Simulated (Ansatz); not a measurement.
Consider a periodic stack without vacuum, fcc Pt (0 0 1) on cubic KTaO3 (0 0 1) (film strained to the substrate, started from cuts of the bulks and a machine-learned relaxation; slabs K3Ta4O11 and Pt12, which can lie off the formulas): substrate slab K3Ta4O11, film Pt12, surface cells [[0, 1], [-1, 0]] and [[0, -1], [2, 1]], film strained by +1.4 and +1.4 %, outermost planes OTa/OTa and Pt/Pt as cut, which need not be the usual terminations and can put a slab off its formula. Its start:

```yaml
crystal:
  lattice:
    - [4.02459, 0.00000, 0.05036]
    - [0.00000, 4.02459, -0.03452]
    - [0.34148, 1.10712, 27.72585]
  atoms:
    - { symbol: K, position: [0.01693, 0.96826, 0.12775] }
    - { symbol: Ta, position: [0.54173, 0.49496, 0.05833] }
    - { symbol: O, position: [0.01670, 0.47093, 0.05430] }
    - { symbol: O, position: [0.51807, 0.96945, 0.05419] }
    - { symbol: O, position: [0.51008, 0.46052, 0.12642] }
    - { symbol: K, position: [0.98681, 0.92899, 0.27496] }
    - { symbol: Ta, position: [0.49940, 0.44705, 0.20322] }
    - { symbol: O, position: [0.99839, 0.44548, 0.19934] }
    - { symbol: O, position: [0.49861, 0.94566, 0.19934] }
    - { symbol: O, position: [0.48631, 0.43023, 0.27270] }
    - { symbol: K, position: [0.96813, 0.89166, 0.42140] }
    - { symbol: Ta, position: [0.47537, 0.41159, 0.34863] }
    - { symbol: O, position: [0.97344, 0.41387, 0.34605] }
    - { symbol: O, position: [0.47409, 0.91479, 0.34605] }
    - { symbol: O, position: [0.45785, 0.40314, 0.41877] }
    - { symbol: Ta, position: [0.47212, 0.36119, 0.49218] }
    - { symbol: O, position: [0.94084, 0.39546, 0.48877] }
    - { symbol: O, position: [0.43911, 0.89382, 0.48883] }
    - { symbol: Pt, position: [0.37763, 0.89750, 0.66030] }
    - { symbol: Pt, position: [0.87824, 0.39818, 0.66034] }
    - { symbol: Pt, position: [0.89244, 0.90841, 0.59446] }
    - { symbol: Pt, position: [0.39887, 0.40350, 0.58806] }
    - { symbol: Pt, position: [0.34381, 0.87546, 0.80112] }
    - { symbol: Pt, position: [0.84353, 0.37555, 0.80108] }
    - { symbol: Pt, position: [0.86033, 0.88798, 0.73047] }
    - { symbol: Pt, position: [0.35997, 0.38792, 0.73134] }
    - { symbol: Pt, position: [0.31160, 0.84471, 0.93904] }
    - { symbol: Pt, position: [0.80709, 0.34824, 0.93973] }
    - { symbol: Pt, position: [0.82669, 0.86153, 0.87139] }
    - { symbol: Pt, position: [0.32582, 0.36071, 0.87127] }
```

The start was prepared with a machine-learned potential, and the result is one local minimum, with the in-plane cell held and forces under 0.04 eV/Å; the film can end far from its bulk form.

Calculation: PBE (plane waves to 420 eV, PAW; Ansatz, an electronic-structure program). Spin–orbit coupling is left out; the runs are not spin-polarised; PBE gaps are too small against experiment. Its k-point mesh 8×8×1, Fermi–Dirac width 0.05 eV.

### Question
Predict the relaxed interface.

### Answer
- interface area: 16.2 Å²
- period: 26.81 Å
- heights between the nearest atoms of the two slabs at the two interfaces: 2.61 and 2.22 Å
- Pt–Ta contacts across the interfaces within 1.22 times the sum of covalent radii: 6, mean 3.05 Å
- O–Pt contacts across the interfaces within 1.22 times the sum of covalent radii: 2, mean 2.24 Å
